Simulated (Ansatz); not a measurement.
# How the smallest direct gap on the k points sampled of Mg4N2O (model structure, started from the Ca4P2O type, I4/mmm, No. 139, 7 atoms in the cell) moves with the method

No measured value is used here.

```csv
level (code),value (eV),cell (Å³/atom)
LDA (Ansatz),1.10,11.02
PBE (Ansatz),0.72,11.77
PBEsol (Ansatz),0.83,11.46
r²SCAN (Ansatz),1.49,11.34
HSE06 (Ansatz),1.91,11.46
```

Computed values are for a static lattice.  Values are at the level's own equilibrium cell; HSE06 at the PBEsol cell. Cutoffs and k meshes differ between the levels. Ansatz's density-functional and Hartree–Fock values are scalar-relativistic unless marked +SOC, with PAW data made under PBE.

A model structure was made by putting elements into a prototype or built by hand; it is no filed structure, need not be a known phase, and can be a saddle point held by its symmetry.

Ansatz is an electronic-structure program.
